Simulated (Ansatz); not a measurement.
The starting structures come from a database of crystals and need not be the phases stable at ambient conditions.

 Where the default PAW files enter, the runs use the earlier of Ansatz's two default sets.

**Evanescent states of AlP (P6_3mc, wurtzite, not sure to be the ambient phase, 4 atoms a cell, 20.5 Å³ an atom) along the normal of (001)**

Method: PBEsol (plane waves, PAW; Ansatz, a quantum-chemistry and plane-wave program).

The gap is the functional's own. No spin-orbit coupling. Mid-gap values are interpolated on the energy grid.

Energies count from the valence-band top; κ is the least over a 12×12 mesh across the current.

```
E (eV)     κ (1/Å)  where
------  ----------  -----
0.05         0.074      Γ
0.15         0.092      Γ
0.25         0.106      Γ
0.35         0.118      Γ
0.45    (withheld)      Γ
0.55    (withheld)      Γ
0.65    (withheld)      Γ
0.75    (withheld)      Γ
0.85    (withheld)      Γ
0.95    (withheld)      Γ
1.05    (withheld)      Γ
1.15    (withheld)      Γ
1.25    (withheld)      Γ
1.35    (withheld)  off Γ
1.45         0.150  off Γ
1.55         0.137  off Γ
1.65         0.122  off Γ
1.75         0.103  off Γ
```

Q: What belongs in the gaps?

A: 
- 0.45, κ (1/Å): 0.127
- 0.55, κ (1/Å): 0.136
- 0.65, κ (1/Å): 0.143
- 0.75, κ (1/Å): 0.149
- 0.85, κ (1/Å): 0.154
- 0.95, κ (1/Å): 0.158
- 1.05, κ (1/Å): 0.161
- 1.15, κ (1/Å): 0.164
- 1.25, κ (1/Å): 0.166
- 1.35, κ (1/Å): 0.161
